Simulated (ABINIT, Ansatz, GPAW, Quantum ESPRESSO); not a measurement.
GaAs (F-43m, 2 atoms in the cell) computed with different codes at matched settings

Self-consistent single point.

```yaml
crystal:
  lattice:
    - [0.00000, 2.93460, 2.93460]
    - [2.93460, 0.00000, 2.93460]
    - [2.93460, 2.93460, 0.00000]
  atoms:
    - { symbol: Ga, position: [0.00000, 0.00000, 0.00000] }
    - { symbol: As, position: [0.25000, 0.25000, 0.25000] }
```

Shared settings, as Ansatz (a first-principles code) writes them: kpoints.mp_grid.grid = 5 5 5; scf.occupations.method = gaussian; scf.occupations.width = 0.0147 Ry. Potentials and cutoffs stand in the table.

```tsv
code	model	pressure (GPa)	cutoff
ABINIT	PBE, norm-conserving pseudopotentials (PseudoDojo nc-sr-05 PBE standard)	-3.00	84 Ry
Quantum ESPRESSO	PBE, SSSP 1.1.2 efficiency (PBE) pseudopotentials	-3.05	70 Ry
GPAW	PBE, GPAW PAW datasets PBE (gpaw-data 1.0.1)	-2.57	600 eV
Ansatz	PBE, default PAW files	-3.09	default
```

No clean gap comes from ABINIT, Quantum ESPRESSO, GPAW and Ansatz: levels at the Fermi energy touch, overlap or are partly filled at this smearing.

The spread over the programs that give each value: pressure within 0.52 GPa.

Ansatz's pressure is given at a fixed set of plane waves, as the other plane-wave codes print theirs.

On the base mesh (7 7 7) the same programs gave: Ansatz pressure -3.30 GPa; Quantum ESPRESSO pressure -3.27 GPa; ABINIT pressure -3.21 GPa; GPAW pressure -2.79 GPa.

The starting cell comes from a database of computed structures (which also holds hypothetical and non-ambient phases and stackings), without a prior relaxation at this level. Its lattice was rescaled by a random factor within 2.5 % of one.

Left out of this page: CP2K (on another mesh); Elk and FLEUR (not drawn, or without a comparable value); SIESTA (unsound by tests on forces, stress, charge or solver warnings).

Keys are those of Ansatz 0.2.
